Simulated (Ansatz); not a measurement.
The parent structure is TaAgO₃ in the cubic perovskite structure (space group Pm-3m, No. 221; a = 3.951 Å; a cell from a computed database, its experimental status unchecked). Axes: x, y, z lie along the cube axes.

The change: uniaxial stress, 3 GPa compression along x; all other stress components relax to zero.

Levels (all Ansatz, a program for electronic structure, PAW): PBEsol (420 eV, without spin-orbit coupling); r2SCAN (500 eV, no SOC); HSE06 (420 eV, scalar-relativistic without spin-orbit coupling).

At the geometry relaxed with PBEsol, these levels gave the following band gaps, in shuffled order: (a) 2.38 eV, (b) 1.61 eV, (c) 3.45 eV.

Match each gap to its level.

(a) r2SCAN; (b) PBEsol; (c) HSE06.

Single points use the geometry relaxed with PBEsol. HSE06 gaps are upper bounds (no full band path). With Ta present, leaving out spin-orbit coupling can change the band edges. Load acts through the strain it causes; cell and atoms are relaxed under it. Beyond what the load breaks, stability against distortions was not tested. Many cubic perovskites are stable only at high temperature; tilts and polar distortions were not tested.
